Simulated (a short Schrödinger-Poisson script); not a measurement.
Stack: MOS inversion layer, SiO2 on p-type Si(100), at 400 K.

From the gate side: 3.2 nm SiO2; 730 nm Si, acceptors 3.5e17 cm⁻³.

Constants are typed, rounded textbook-type inputs, not results; the design itself was drawn at random and stands for no fabricated device. SiO2: permittivity 3.9, conduction-band edge (eV) 3.15, gap (eV) 9, electron mass (mₑ) 0.5. Si: permittivity 11.7, conduction-band edge (eV) 0, gap (eV) 1.124, Nv at 300 K (cm⁻³) 3.1e19.

Channel valleys (confinement mass, in-plane density-of-states mass, number): Δ2 0.916, 0.19, 2; Δ4 0.19, 0.417, 4. At the gate the conduction-band edge of layer 1 lies 3.54 eV − eVg above the Fermi level of the channel; the field vanishes at the back. Gaps are held at their typed values at every temperature. Mesh 0.03 nm at interfaces.

From a short Schrödinger-Poisson script (our own, NumPy): 1D Poisson equation in equilibrium, electrons quantum, Hartree (BenDaniel-Duke, 12 states a valley, the channel's in-plane mass for all, wave functions ending at the dielectric), parabolic valleys, classical holes, full ionisation, no traps, pinning or gate leakage.

```tsv
Vg (V)	electrons (cm⁻²)	C (μF/cm²)	Δ2 E0 (meV from the Fermi level)	Δ4 E0 (meV from the Fermi level)
0.45	3.92e9	0.182	280.6	329.9
0.6	9.12e10	0.365	169.7	222.3
0.75	5.29e11	0.679	106.0	163.2
0.9	1.20e12	0.799	74.2	136.5
1.05	1.97e12	0.852	54.0	121.2
1.2	2.77e12	0.882	39.0	110.9
1.35	3.60e12	0.901	26.8	103.2
1.5	4.45e12	0.915	16.5	97.2
1.65	5.31e12	0.925	7.5	92.3
1.8	6.18e12	0.933	-0.6	88.0
1.95	7.05e12	0.940	-8.1	84.4
2.1	7.93e12	0.945	-15.0	81.1
2.25	8.82e12	0.950	-21.5	78.1
2.4	9.71e12	0.954	-27.7	75.4
2.55	1.06e13	0.957	-33.6	72.9
2.7	1.15e13	0.960	-39.3	70.6
2.85	1.24e13	0.963	-44.8	68.3
```

Gate voltages with under 1e9 electrons/cm² are left out.

Problem. At Vg = 2.85 V the lowest Δ2 subband lies at -44.8 meV from the Fermi level. How many electrons does it hold, and what share of all?

Solution. The two-dimensional density of states is g m/(πħ²) = 1.59e11 cm⁻² meV⁻¹ (both spins), kT = 34.5 meV, so n = D kT ln(1 + exp(−E/kT)) = 8.43e12 cm⁻², 0.68 of the 1.24e13 cm⁻² in all.

Problem. Compare the slope of the sheet density between 2.55 and 2.85 V with the geometric capacitance of the layers between gate and channel.

Solution. q Δn/ΔV = 0.961 μF/cm²; ε0/Σ(t/ε) = 1.08 μF/cm². The ratio is 0.89: the channel acts as a further capacitance in series.
